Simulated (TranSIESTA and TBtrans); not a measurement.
System: Pb chain with a Pb atom beside one bond. Leads: straight Pb chain, spacing 2.85 Å. Geometry: as built, not relaxed. Transport runs along z; the first 4 and the last 4 of the 17 atoms are the lead cells, repeated to infinity.

```xyz
17
Lattice="9.000 0.000 0.000 0.000 9.000 0.000 0.000 0.000 45.600" Properties=species:S:1:pos:R:3 pbc="F F T"
Pb     4.500     4.500     0.000
Pb     4.500     4.500     2.850
Pb     4.500     4.500     5.700
Pb     4.500     4.500     8.550
Pb     4.500     4.500    11.400
Pb     4.500     4.500    14.250
Pb     4.500     4.500    17.100
Pb     4.500     4.500    19.950
Pb     4.500     4.500    22.800
Pb     4.500     4.500    25.650
Pb     4.500     4.500    28.500
Pb     4.500     4.500    31.350
Pb     6.979     4.500    21.375
Pb     4.500     4.500    34.200
Pb     4.500     4.500    37.050
Pb     4.500     4.500    39.900
Pb     4.500     4.500    42.750
```

Run with TranSIESTA and TBtrans (open boundaries, self-consistent; PseudoDojo norm-conserving potentials, scalar-relativistic): PAO.BasisSize DZP, PAO.EnergyShift 0.15 eV, XC.Authors PBE, Mesh.Cutoff 200 Ry, ElectronicTemperature 300 K, TS.Voltage 0.0 eV, TBT.Elecs.Eta 0.001 eV, no spin polarisation.

Energies count from the leads' Fermi level. Transmissions are for one spin of a degenerate pair. The energy step is 0.01 eV; narrower resonances are cut or missed.

| E (eV) | T |
|---|---|
| -0.20 | 1.92 |
| -0.15 | 1.93 |
| -0.10 | 1.93 |
| -0.05 | 1.92 |
| 0.00 | 1.91 |
| 0.05 | 1.89 |
| 0.10 | 1.87 |
| 0.15 | 1.85 |
| 0.20 | 1.83 |

Q: Give the zero-bias conductance in μS and the resistance at 300 K.

A: At the Fermi level T = 1.91. Averaged with −∂f/∂E over the full grid (kT = 25.9 meV) it is 1.91. With G0 = 2e²/h = 77.48 μS, G = 148 μS and R = 1/G = 6.76 kΩ.

Q: The eigenchannels at the Fermi level transmit 0.998, 0.696, 0.218. What Fano factor of the shot noise follows at low temperature and bias?

A: F = Σ τ(1 − τ)/Σ τ = 0.384/1.91 = 0.20.

The straight chain is held at its spacing; free chains may zigzag or dimerise. No spin-polarised start was tried, so a magnetic state, if there is one, is missed. Spin-orbit coupling, left out here, matters for the heavy atoms.
